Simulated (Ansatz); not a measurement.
Base system: Bi (space group R-3m, No. 166; a = 4.4724 Å, c = 11.2652 Å (hexagonal axes); relaxed with 0.1 eV smearing). Axes: x lies along a and z along c of the hexagonal cell.

The values are results of PBEsol-D3(BJ), PAW, 420 eV (Ansatz, a program for electronic structure; no spin-orbit coupling), not measurements.

Perturbation: uniaxial strain ε_zz = +2.54 %, all other strain components held at zero, atoms relaxed at fixed cell.

Question: Predict the stress tensor and what it implies for the stiffness.

Answer: Stress of the strained cell less that of the base (GPa, compression positive):
```
   -0.8     0.0     0.0
    0.0    -0.8     0.0
    0.0     0.0    -1.3
```

Then −Δσ_ii/ε with ε = 0.0254 gives secant stiffness values (nonlinear terms included at this strain): C33 ≈ 50 GPa, C13 ≈ 33 GPa and C23 ≈ 33 GPa.

No phonon test of stability was made.
